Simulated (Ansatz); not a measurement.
Si under load (space group Fd-3m), r2SCAN with spin-orbit coupling, rigid bands (Ansatz, a program for electronic structure). Condition of this run: hydrostatic pressure 10 GPa (the target of the relaxation). Band gap 0.59 eV, N_c = 2.92e19 cm⁻³ and N_v = 2.04e19 cm⁻³ at 300 K, conductivity masses of 0.276 mₑ (electrons) and 0.345 mₑ (holes). Take k_BT = 0.02585 eV.

Question: A film of it is 8 nm thick. Estimate the confinement energies in an infinite well.

Answer: ħ²π²/(2m t²) = 0.376 eV·nm²/(m/mₑ × t²) gives 21.3 meV for electrons and 17.0 meV for holes, so the gap would widen to about 0.63 eV. Finite barriers and nonparabolic bands lower this, and with several valleys or bands the heaviest mass along the normal sets the lowest level, not this average.

Question: Find the intrinsic carrier density and the intrinsic Fermi level.

Answer: n_i = √(N_c N_v) exp(−E_g/2k_BT) = 2.44e19 × exp(−11.41) = 2.7e14 cm⁻³. The level lies (k_BT/2) ln(N_v/N_c) = -5 meV from mid-gap (positive towards the conduction band). Each 0.1 eV added to the gap lowers n_i by a factor of 6.9.

Question: What thermal injection velocity √(2k_BT/πm) limits a ballistic channel?

Answer: 1.02e7 cm/s for electrons and 9.16e6 cm/s for holes, a ratio of √(m_h/m_e) = 1.12, for dilute carriers.

Rigid bands with the computed gap; masses take one relaxation time for all states.
